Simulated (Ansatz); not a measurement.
Here is the system:

```
CELL_PARAMETERS angstrom
      0.00000     2.71683     2.71683
      2.71683     0.00000     2.71683
      2.71683     2.71683     0.00000
ATOMIC_POSITIONS crystal
  Si 0.00000 0.00000 0.00000
  Si 0.25000 0.25000 0.25000
```

Level of theory: HSE06, rigid bands (plane waves, PAW, scalar-relativistic; Ansatz, a program for electronic structure). How the cell was made: cell and atoms relaxed with PBEsol.

Task: What conductivity effective mass do dilute holes have at 300 K?

Result: 0.32 mₑ.

Task: What conductivity effective mass do dilute electrons have at 300 K?

Result: 0.27 mₑ.

Task: And the band gap?

Result: 1.13 eV at this level.

Rigid bands, one relaxation time for all states, no polarons. Spin-orbit coupling is left out; where it splits the top of the valence band it changes the hole mass and lowers the gap by about a third of the splitting. Geometry: cell and atoms relaxed with PBEsol.
